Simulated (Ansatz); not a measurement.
For InSe (P6₃/mmc, No. 194, 8 atoms in the cell; start mp-20485; a measured phase of this formula has another space group), PBE-D3(BJ) in Ansatz (plane waves, PAW) gives:

* **equilibrium lattice constant a**: 4.032 Å
* **c axis length**: 16.761 Å

Question: What does r²SCAN in Ansatz (PAW) give for the same quantities?

Answer: 
- lattice constant a: 4.043 Å (goes up by 0.3 %)
- lattice parameter c: 17.432 Å (grows by 4.0 %)

Changes are worked out from the printed values.

Unless a cell is named, each level is at its own relaxed cell (PBE-D3(BJ) 29.50, r²SCAN 30.85 Å³/atom).

Caveats: the relaxation could not lower the start's symmetry, so the cell can be a saddle point above a distorted one (PBE-D3(BJ), r²SCAN). Ansatz's density-functional and Hartree–Fock values are scalar-relativistic unless marked +SOC, with PAW data made under PBE.

A start named mp-… is a Materials Project structure, which need not be a measured phase.

Ansatz is a program for electronic structure.
